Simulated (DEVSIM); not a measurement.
Structure: illuminated GaAs p-on-n cell, one wavelength, at 300 K.

Layer 1 from the left is GaAs, thickness (μm) 0.0530, Na (cm⁻³) 7.7e16, τn (s) 2.4e-10, τp (s) 6.2e-10, absorption coefficient (cm⁻¹) 14000. Layer 2 from the left is GaAs, thickness (μm) 0.630, Nd (cm⁻³) 9.5e16, τn (s) 4.1e-9, τp (s) 4.1e-9, absorption coefficient (cm⁻¹) 14000.

Left contact: ohmic, minority electron recombination velocity 2e5 cm/s. Right contact: ohmic, minority hole recombination velocity 1e5 cm/s. Voltage is applied to the left contact. Recombination: SRH at mid-gap, radiative, Auger. Light enters at the left, 8.7e16 photons cm⁻² s⁻¹, one pass, no reflection. Mobility is μmin + (μ − μmin)/(1 + (N/Nref)^α).

The device is made up for the run: typed textbook-type constants, with dimensions and the other settings drawn at random. Values at 300 K.

GaAs: gap (eV) 1.424, affinity (eV) 4.07, permittivity 12.9, Nc (cm⁻³) 4.7e17, Nv (cm⁻³) 9e18, μn (cm²/Vs) 8500, μp (cm²/Vs) 400, μn,min 500, μp,min 20, Nref,n 6e16, Nref,p 1.5e17, αn 0.39, αp 0.38, B (cm³/s) 2e-10, Cn (cm⁶/s) 1e-30, Cp (cm⁶/s) 1e-30.

DEVSIM, 1D drift-diffusion, Boltzmann statistics, complete ionisation; no tunnelling, impact ionisation, image-force lowering or self-heating.

Question: What does the simulation give for the fill factor, the open-circuit voltage?

Answer: fill factor 0.77; open-circuit voltage 0.847 V.
